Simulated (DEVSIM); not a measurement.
System: abrupt Ge n-p junction, at 300 K.

| layer (left to right) | material | thickness (μm) | Nd (cm⁻³) | Na (cm⁻³) | τn (s) | τp (s) |
|---|---|---|---|---|---|---|
| 1 | Ge | 3.70 | 1.4e18 | - | 0.00071 | 0.00071 |
| 2 | Ge | 20.0 | - | 1.4e15 | 0.00071 | 0.00071 |

Left contact: ohmic. Right contact: ohmic. Voltage is applied to the left contact. Recombination: SRH at mid-gap, radiative. Mobility is μmin + (μ − μmin)/(1 + (N/Nref)^α).

Constants are typed, rounded textbook-type inputs, not results; the design itself was drawn at random and stands for no fabricated device. Values at 300 K.

| parameter | Ge |
|---|---|
| gap (eV) | 0.664 |
| affinity (eV) | 4 |
| permittivity | 16 |
| Nc (cm⁻³) | 1.04e19 |
| Nv (cm⁻³) | 6e18 |
| μn (cm²/Vs) | 3900 |
| μp (cm²/Vs) | 1900 |
| μn,min | 150 |
| μp,min | 100 |
| Nref,n | 2.6e17 |
| Nref,p | 4e17 |
| αn | 0.56 |
| αp | 0.6 |
| B (cm³/s) | 6.4e-14 |

DEVSIM, 1D drift-diffusion, Boltzmann statistics, complete ionisation; no tunnelling, impact ionisation, image-force lowering or self-heating.

The thickness of layer 2 was swept, all else fixed.

| thickness of layer 2 (μm) | dark forward voltage at 100 A/cm² (V) | dark forward voltage at 1 A/cm² (V) |
|---|---|---|
| 4 | 0.247 | 0.112 |
| 7 | 0.269 | 0.128 |
| 12 | 0.290 | 0.143 |
| 20 | 0.311 | 0.157 |
| 34 | … | … |
| 60 | 0.364 | 0.188 |
| 100 | 0.394 | 0.203 |

### Question
Fill in the missing entries.

### Answer

- 34, dark forward voltage at 100 A/cm² (V): 0.335
- 34, dark forward voltage at 1 A/cm² (V): 0.172
